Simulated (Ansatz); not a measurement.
## GaAs: strain along the normal

GaAs (zinc blende, F-43m, 21.985 Å³/atom at rest) under an equal strain ε in the (111) plane with the normal axis free, as in a coherent film. LDA in Ansatz, a plane-wave DFT program (PAW, default set), 420 eV, 10×10×10 Γ-centred mesh, Fermi-Dirac smearing 0.05 eV; ions are relaxed within the symmetry of each cell.

Here s stands for strain and y for normal strain.

```
strain (%)  normal strain (%)
----------  -----------------
-1.25                    0.60
-0.83                    0.40
-0.42                    0.20
0.00                     0.00
0.42                    -0.18
0.83                    -0.37
1.25                    -0.56
2.50                        ?
```

Fit y of the 7 rows that show it with a straight line. Means: s 0, y 0.013. About the means, the sum of products is -2.2487 and the sum of squares of s is 4.8556; the slope is their ratio. Least squares gives y = 0.013 - 0.4631·s. Residuals (row less fit): 0.008, 0.003, -0.008, -0.013, 0.002, 0.001, 0.006; standard error 0.008 (degrees of freedom: 5). The slope, -0.46 ± 0.00, is the elastic response of the normal axis.

Task: Predict the withheld y at s = 2.50 from the fit, and compare with the calculation.

Result: y = 0.013 - 0.4631 × 2.50 = -1.145%. The calculation gives -1.09%, 0.055% above the prediction (3.3 % of the range of y in the table). The row lies outside the fitted rows, so this is an extrapolation. From the scatter of the fitted rows alone, a prediction at this place has a standard error of 0.013%, so the miss is 4.2 times that.

One order more, fitted to all 13 runs of the series, follows each within 0.01, so the miss is the next term of a smooth law. Rows are the converged runs of the series near zero and its far end; series whose fitted rows scatter by over a few per cent of the range, as at a crossing or softening among them, aren't shown in this form. Most that stay on the fit to the last digits aren't either.
